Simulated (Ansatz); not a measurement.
The reference is MoTe$_{2}$ in the 2H-MoS2 type structure (space group P6_3/mmc, No. 194; a = 3.542 Å, c = 14.182 Å; layered, stacked along the Cartesian z axis). Axes: x lies along a and z along c of the hexagonal cell.

The values are results of Kohn–Sham DFT with the r2SCAN+rVV10 functional, run in Ansatz (an electronic-structure program) with PAW and 500 eV plane waves, spin-orbit coupling left out, earlier PAW set, not measurements.

For the base:

The valence-band top at Γ comes out as 0.00, -0.50, -0.98 eV. The pressure is 0.00 GPa and the band gap comes out as 0.87 eV.

Now apply this change: strain tensor (xx, yy, zz, yz, xz, xy) = (+0.70, −1.58, +0.75, −2.79, −0.73, +1.43) %, atoms relaxed at fixed cell.

Task: What does the calculation give for the energy relative to the base, valence-band top at Γ, pressure and band gap after the change?

Result: The energy goes up by 10 meV/atom; the valence-band top at Γ (three highest levels, from the VBM) becomes 0.00, -0.55, -0.93 eV (base: 0.00, -0.50, -0.98 eV); the pressure (mean of the normal stresses, compression positive) goes from zero to 0.63 GPa; the band gap goes up by 0.04 eV (0.87 eV → 0.91 eV).

Spin-orbit coupling, missing from the scalar runs, can matter with Te. No phonon test of stability was made.
